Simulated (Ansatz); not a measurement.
A computed series for GaAs: alloy series

Base system: GaAs in the zinc blende structure (space group F-43m, No. 216).

```cif
data_As4Ga4
_chemical_formula_sum 'As4 Ga4'
_space_group_name_H-M_alt 'F-43m'
_space_group_IT_number 216
_space_group_name_Hall 'F -4 2 3'
_cell_length_a 5.65903
_cell_length_b 5.65903
_cell_length_c 5.65903
_cell_angle_alpha 90.000
_cell_angle_beta 90.000
_cell_angle_gamma 90.000
loop_
_atom_site_label
_atom_site_type_symbol
_atom_site_symmetry_multiplicity
_atom_site_Wyckoff_symbol
_atom_site_fract_x
_atom_site_fract_y
_atom_site_fract_z
_atom_site_occupancy
As1 As 4 c 0.25000 0.25000 0.25000 1
Ga1 Ga 4 a 0.00000 0.00000 0.00000 1
```
(The calculation used a cell of 2 atoms; values per cell refer to that cell.)

The other end (x = 1) is InAs in the zinc blende structure (space group F-43m, No. 216): 28.20 Å³/atom, gap zero.

In replaces a fraction x of Ga; each row is one arrangement (x, atoms in the cell, starting space group or random), fully relaxed.

Method: Ansatz (a first-principles code), PBEsol, PAW, cutoff 420 eV, no spin-orbit coupling.

Notes on the quantities. mixing energy: to 0.01 eV only: unlike meshes or grids.

```
change                         band gap  mixing energy  shortest interatomic distance
-----------------------------  --------  -------------  -----------------------------
base                            0.42 eV              –                        2.450 Å
x(In) = 0.25, 8 atoms, P-4m2    0.08 eV  +0.01 eV/atom                        2.459 Å
x(In) = 0.333, 6 atoms, I-4m2      zero  +0.02 eV/atom                     (withheld)
x(In) = 0.333, 6 atoms, P3m1       zero  +0.03 eV/atom                        2.442 Å
x(In) = 0.5, 4 atoms, P-4m2        zero  +0.02 eV/atom                        2.478 Å
x(In) = 0.75, 8 atoms, Amm2        zero  +0.02 eV/atom                        2.486 Å
```

Q: Complete the table.

A: 
- x(In) = 0.333, 6 atoms, I-4m2, shortest interatomic distance: 2.465 Å

Each cell is one ordered arrangement of few atoms, which overstates ordering effects compared with a random alloy. Stability against distortions was not tested. All final runs are without spin polarisation. Gaps under 0.05 eV, about the width of the smearing, are given as zero. A zero or small gap of InGa3As4, InAs, InGa2As3 and InGaAs2 can be the functional's error rather than a property of the material.
